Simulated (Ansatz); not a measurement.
Functionals compared on a constructed model of the (111) surface of fcc Ag, a pseudomorphic layer of Mn in the host's stacking (bottom of the slab: a bare face, its two planes held), in Ansatz (plane waves, PAW). The structure was relaxed with PBE; the other rows are single points on it. Cutoff 420 eV.

Model: 7-atom slab, 14.4 Å thick at the start with caps and adatoms, 15x15x1 mesh, Fermi-Dirac 0.1 eV, dipole correction, 2 atoms held, the rest relaxed; start symmetry kept, larger cells not searched; spin-polarised, ending with about 4.1 μB a cell; orders that need a larger cell were not tried, no spin-orbit, no U. In PBE it is, or lies within 0.01 eV a 1x1 cell of, the lowest of the 2 structures of its composition computed so far; subsurface sites and larger cells were not tried. These notes are the PBE run's.

```json
[
 {"functional": "PBE", "work function of the top face (eV)": "4.05", "magnetic moment of the cell (μB)": "4.13", "rough cost of the single point": "–"},
 {"functional": "RPBE", "work function of the top face (eV)": "?", "magnetic moment of the cell (μB)": "4.14", "rough cost of the single point": "around 100 core-seconds (rough)"}
]
```

Q: Complete the blanks.

A: 
- RPBE, work function of the top face (eV): 3.92

Ansatz is a first-principles code.
